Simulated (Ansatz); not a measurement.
Ansatz (a quantum-chemistry and plane-wave program), DFT, PBE, plane waves, its default PAW files: Al(100) slab of 24 layers, 1x1, N adatom, atoms displaced (Al24N), unrelaxed, 25 atoms. Basis and mesh were picked for this test and aren't claimed converged.

- cell = 2.86, 2.86, 68.17 Å; 90, 90, 90°
- distance to the nearest atom = 1.94 to 2.85 Å
- task = single point
- k mesh = 8×8×1
- hamiltonian.xc = pbe
- kind of files = paw
- scf.occupations.method = fermi_dirac
- scf.occupations.width = 0.05 eV
- output.forces = true
- binding of workers (--pin) = off
- k-point pools (--kpoint-pools) = 1
- memory maximum (--max-ram) = 8GiB
- accuracy = medium (default)
- basis.precision = auto (default)
- basis.xc_grid = 2 (default)
- scf.eigensolver.kind = auto (default)
- scf.convergence.dr2_threshold = 1e-07 (default)
- scf.lower_state_search = light (default)
- k-points after symmetry = 34
- bands at the start = 64
- electrons = 77
- plane waves at Γ = 10911
- cutoff (eV) = 420
- FFT grid = 20×20×480
- symmetry operations = 1

Settings of this run: scf.mixing.algorithm = auto, scf.mixing.preconditioner = kerker; 4 threads.

| iteration | dr2 (eV) | Hψ |
|---|---|---|
| 1 | 1.98e3 | 12410 |
| 2 | 3.30e2 | 5658 |
| 3 | 1.53e2 | 4190 |
| 4 | 2.50e1 | 4866 |
| 5 | 1.47e0 | 2523 |
| 6 | 1.04e1 | 2291 |
| 7 | 3.14e-1 | 1876 |
| 8 | 2.74e-1 | 2105 |
| 9 | 3.98e-2 | 1832 |
| 10 | 2.93e-2 | 2578 |
| 11 | 9.04e-2 | 1900 |
| 12 | 6.59e-2 | 1922 |
| 13 | 1.83e-2 | 1850 |
| 14 | 7.53e-3 | 1955 |
| … | … | … |
| 23 | 4.32e-4 | 1820 |
| 24 | 4.62e-5 | 1838 |
| 25 | 1.48e-4 | 2110 |
| 26 | 6.81e-5 | 1807 |
| 27 | 3.29e-5 | 1828 |
| 28 | 2.99e-5 | 1865 |
| 29 | 2.66e-5 | 1853 |
| 30 | 1.51e-5 | 1931 |
| … | … | … |
| 38 | 1.26e-5 | 2084 |
| 39 | 1.09e-6 | 1877 |
| 40 | 2.37e-5 | 2175 |
| 41 | 1.75e-6 | 2051 |
| 42 | 2.48e-6 | 1862 |
| 43 | 4.21e-6 | 1948 |
| 44 | 2.28e-6 | 1839 |
| 45 | 3.11e-8 | 7006 |

It converged after 45 SCF iterations.

### Question
Which change of one setting makes this cycle converge in far fewer steps?

### Answer
This is not unique; one that fits is scf.mixing.preconditioner = auto (default) (9 SCF iterations) or scf.mixing.preconditioner = ldos (9 SCF iterations), all else kept. The other changes of this size gave: scf.mixing.preconditioner = kerker_dos (39); scf.mixing.algorithm = broyden (53); scf.mixing.preconditioner = local_kerker (54); scf.mixing.preconditioner = none (56). In that run the program took: scf.mixing.algorithm MSR1, scf.mixing.preconditioner LDOS, scf.eigensolver.kind band_cg, --slots 4. The first change moves the result by: energy under 0.001 meV/atom, forces (largest component) 0.058 meV/Å. Counts are of single runs.

Keys are those of Ansatz 0.2.
